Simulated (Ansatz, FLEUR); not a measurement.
An Ansatz (a program for electronic structure) input for a self-consistent single point of Cs (Im-3m, 1 atom in the cell) (DFT, PBE, plane waves, default PAW files):

Ansatz 0.2 input:
```yaml
crystal:
  lattice:
    - [-3.055490, 3.055490, 3.055490]
    - [3.055490, -3.055490, 3.055490]
    - [3.055490, 3.055490, -3.055490]
  atoms:
    - { symbol: Cs, position: [0.000000, 0.000000, 0.000000] }
basis:
  ecutwfc: 420.0
kpoints:
  mp_grid: { grid: [5, 5, 5] }
hamiltonian:
  xc: pbe
  pseudopotentials: { kind: paw }
scf:
  occupations: { method: fermi_dirac, width: 0.136 }
output:
  forces: true
  eigenvalues: true
  stress: true
```

Problem. Give the FLEUR input for the same structure, mesh, smearing and functional.

Solution. One input that does it (others would too):

Input of the input generator:

```
Cs
&input film=f /
-0.5773502692 0.5773502692 0.5773502692
0.5773502692 -0.5773502692 0.5773502692
0.5773502692 0.5773502692 -0.5773502692
10.0009293919
1.0 1.0 1.0

1
55 0.0000000000 0.0000000000 0.0000000000

&comp jspins=1 /
&kpt div1=5 div2=5 div3=5 /
&end /
```

```xml
<?xml version="1.0" encoding="UTF-8" standalone="no"?>
<fleurInput fleurInputVersion="0.39">
   <comment>
      Cs                                                                                                  
   </comment>
   <calculationSetup>
      <cutoffs Kmax="3.8" Gmax="15.2" GmaxXC="15.2" numbands="0"/>
      <scfLoop itmax="60" minDistance="0.00001" maxIterBroyd="15" imix="Anderson" alpha="0.05" precondParam="0.0" spinf="2.0"/>
      <coreElectrons ctail="T" frcor="F" kcrel="0" coretail_lmax="0"/>
      <xcFunctional name="pbe" relativisticCorrections="F"/>
      <magnetism jspins="1"/>
      <soc l_soc="F" theta="0.0" phi="0.0" spav="F"/>
      <expertModes spex="0" secvar="F"/>
      <geometryOptimization l_f="T" forcealpha="1.0" forcemix="BFGS" epsdisp="0.00001" epsforce="0.00001"/>
      <ldaU l_linMix="F" mixParam="0.05" spinf="1.0"/>
   </calculationSetup>
   <cell>
      <bzIntegration valenceElectrons="9.0" mode="hist" fermiSmearingEnergy="0.00499791">
         <kPointListSelection listName="default-1"/>
         <!-- k-points included here -->
         <xi:include xmlns:xi="http://www.w3.org/2001/XInclude" href="kpts.xml"> </xi:include>
      </bzIntegration>
      <!-- symmetry operations included here -->
      <xi:include xmlns:xi="http://www.w3.org/2001/XInclude" href="sym.xml"> </xi:include>
      <bulkLattice scale="1.0">
         <bravaisMatrix>
            <row-1>   -5.7740392766636575     5.7740392766636575     5.7740392766636575</row-1>
            <row-2>    5.7740392766636575    -5.7740392766636575     5.7740392766636575</row-2>
            <row-3>    5.7740392766636575     5.7740392766636575    -5.7740392766636575</row-3>
         </bravaisMatrix>
      </bulkLattice>
   </cell>
   <atomSpecies>
      <species name="Cesium (Cs)" element="Cs" atomicNumber="55">
         <mtSphere radius="2.68" gridPoints="925" logIncrement="0.014"/>
         <atomicCutoffs lmax="10" lnonsphr="8"/>
         <electronConfig flipSpins="F">
            <coreConfig>(1s1/2) (2s1/2) (2p1/2) (2p3/2) (3s1/2) (3p1/2) (3p3/2) (4s1/2) (3d3/2) (3d5/2) (4p1/2) (4p3/2) (4d3/2) (4d5/2)</coreConfig>
            <valenceConfig>(5s1/2) (5p1/2) (5p3/2) (6s1/2)</valenceConfig>
            <stateOccupation state="(6s1/2)" spinUp="0.5" spinDown="0.5"/>
         </electronConfig>
         <energyParameters s="6" p="6" d="5" f="4"/>
         <lo type="SCLO" l="0" n="5" eDeriv="0"/>
         <lo type="SCLO" l="1" n="5" eDeriv="0"/>
      </species>
   </atomSpecies>
   <atomGroups>
      <atomGroup species="Cesium (Cs)">
         <relPos label="                   1">.0000000000 .0000000000 .0000000000</relPos>
         <force calculate="T" relaxXYZ="TTT"/>
      </atomGroup>
   </atomGroups>
   <output dos="F" band="F" slice="F">
      <checks vchk="F" cdinf="F"/>
      <bandDOS minEnergy="-.5*Htr" maxEnergy="0.5*Htr" sigma="0.015" storeEVData="T"/>
      <vacuumDOS vacdos="F" integ="F" star="F" nstars="0" locx1="0.0" locy1="0.0" locx2="0.0" locy2="0.0" nstm="0" tworkf="0.0"/>
      <unfoldingBand unfoldBand="F" supercellX="1" supercellY="1" supercellZ="1"/>
      <plotting iplot="0" polar="F">
         <plot TwoD="T" vec1="  1.0  0.0  0.0" vec2="  0.0  1.0  0.0" vec3="  0.0  0.0  1.0" zero="  0.0  0.0  0.0" file="plot"/>
      </plotting>
      <chargeDensitySlicing numkpt="0" minEigenval="0.0" maxEigenval="0.0" nnne="0" pallst="F"/>
      <specialOutput eonly="F"/>
      <magneticCircularDichroism mcd="F" energyLo="-10.0" energyUp="0.0"/>
   </output>
  <!-- We include the file relax.xml here to enable relaxations (see documentation) -->
  <xi:include xmlns:xi="http://www.w3.org/2001/XInclude" href="relax.xml"> <xi:fallback/> </xi:include>
</fleurInput>
```

Basis, cutoffs, solver keys and any potentials are the target program's own. This input uses DFT, PBE, all-electron FLAPW (FLEUR), scalar-relativistic valence.

The starting cell has typed, rounded lattice constants, without a prior relaxation at this level. Its lattice was rescaled by a random factor within 2.5 % of one.
